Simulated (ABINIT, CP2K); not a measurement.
An ABINIT input for a self-consistent single point of Cu2As (P4/nmm, 6 atoms in the cell) (DFT, PBEsol, plane waves, PAW (JTH v2.0 PBE PAW, files made for PBE)):

```
# Cu2As, JTH v2.0 PBE PAW
pp_dirpath "./"
pseudos "Cu.GGA_PBE-JTH.xml, As.GGA_PBE-JTH.xml"
acell 3*1.0 Angstrom
rprim
         3.7365890000    0.0000000000    0.0000000000
         0.0000000000    3.7365890000    0.0000000000
         0.0000000000    0.0000000000    5.8217620000
natom 6
ntypat 2
znucl 29 33
typat 1 1 1 1 2 2
xcart
         1.8682945000    1.8682945000    0.0000000000
         0.0000000000    0.0000000000    0.0000000000
         1.8682945000    0.0000000000    1.7462957295
         0.0000000000    1.8682945000    4.0754662705
         1.8682945000    0.0000000000    4.1509745236
         0.0000000000    1.8682945000    1.6707874764
      Angstrom
ecut 30 Ha
pawecutdg 60 Ha
ixc -116133
occopt 3
tsmear 0.1 eV
nband 66
kptopt 1
ngkpt 7 7 5
nshiftk 1
shiftk 0 0 0
nstep 60
toldfe 1.0e-09
prtwf 0
prtden 0
prtvol 1
enunit 2
```

Question: Write the same calculation as an input for CP2K.

Answer: This is the input that was run; spellings and numerical settings could be chosen otherwise.

```
&GLOBAL
  PROJECT cu2as
  RUN_TYPE ENERGY_FORCE
  PRINT_LEVEL LOW
&END GLOBAL
&FORCE_EVAL
  METHOD Quickstep
  STRESS_TENSOR ANALYTICAL
  &DFT
    BASIS_SET_FILE_NAME BASIS_MOLOPT
    POTENTIAL_FILE_NAME GTH_POTENTIALS
    &QS
      METHOD GPW
      EPS_DEFAULT 1E-10
    &END QS
    &MGRID
      CUTOFF 600
      REL_CUTOFF 50
      NGRIDS 5
    &END MGRID
    &SCF
      SCF_GUESS ATOMIC
      EPS_SCF 1E-6
      MAX_SCF 100
      ADDED_MOS 10
      &DIAGONALIZATION
        ALGORITHM STANDARD
      &END DIAGONALIZATION
      &MIXING
        METHOD BROYDEN_MIXING
        ALPHA 0.3
        NBUFFER 10
        BETA 1.5
      &END MIXING
      &SMEAR ON
        METHOD FERMI_DIRAC
        ELECTRONIC_TEMPERATURE [K] 1160.45
      &END SMEAR
    &END SCF
    &KPOINTS
      SCHEME MONKHORST-PACK 7 7 5
    &END KPOINTS
    &XC
      &XC_FUNCTIONAL
        &PBE
          PARAMETRIZATION PBESOL
        &END PBE
      &END XC_FUNCTIONAL
    &END XC
    &PRINT
      &MO
        EIGENVALUES T
        OCCUPATION_NUMBERS T
        NDIGITS 8
        FILENAME mo
        &EACH
          QS_SCF 0
        &END EACH
        ADD_LAST NUMERIC
      &END MO
      &MULLIKEN OFF
      &END MULLIKEN
    &END PRINT
  &END DFT
  &SUBSYS
    &CELL
      A 3.73658900 0.00000000 0.00000000
      B 0.00000000 3.73658900 0.00000000
      C 0.00000000 0.00000000 5.82176200
      PERIODIC XYZ
    &END CELL
    &COORD
      Cu       1.86829450     1.86829450     0.00000000
      Cu       0.00000000     0.00000000     0.00000000
      Cu       1.86829450     0.00000000     1.74629573
      Cu       0.00000000     1.86829450     4.07546627
      As       1.86829450     0.00000000     4.15097452
      As       0.00000000     1.86829450     1.67078748
    &END COORD
    &KIND Cu
      BASIS_SET DZVP-MOLOPT-SR-GTH
      POTENTIAL GTH-PBE-q11
    &END KIND
    &KIND As
      BASIS_SET DZVP-MOLOPT-SR-GTH
      POTENTIAL GTH-PBE-q5
    &END KIND
  &END SUBSYS
  &PRINT
    &FORCES ON
    &END FORCES
    &STRESS_TENSOR ON
    &END STRESS_TENSOR
  &END PRINT
&END FORCE_EVAL
```

Basis, cutoffs, solver keys and any potentials are the target program's own. This input uses DFT PBEsol, GPW, DZVP-MOLOPT-SR-GTH basis, GTH-PBE potentials (GTH_POTENTIALS).

The starting cell comes from a database of computed structures (which also holds hypothetical and non-ambient phases and stackings), without a prior relaxation at this level. Its lattice was rescaled by a random factor within 2.5 % of one.
